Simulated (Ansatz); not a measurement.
Take HfO2 in the fluorite structure (space group Fm-3m, No. 225; a = 5.098 Å) as the base.

Levels (all Ansatz, an electronic-structure program, PAW): PBE (420 eV, spin-orbit coupling left out); HSE06+SOC (420 eV, spin-orbit coupling included).

The geometry is relaxed with PBE.

| Property | Result |
|---|---|
| PBE lowest conduction level above the VBM at special points | X 3.75 eV; Γ 3.85 eV; K 4.27 eV |

Problem. Predict the lowest conduction level above the VBM at special points from HSE06+SOC.

Solution. The lowest conduction level above the VBM at special points becomes X 5.35 eV; Γ 5.52 eV; K 5.89 eV (PBE: X 3.75 eV; Γ 3.85 eV; K 4.27 eV).

Single points use the geometry relaxed with PBE. HSE06 gaps are upper bounds (no full band path). Differences between runs with and without spin-orbit coupling are approximate. The levels and masses belong to the bands next to the band gap. Whether these cells are dynamically stable was not tested. This is not the structure that HfO2 has at room temperature and ambient pressure.
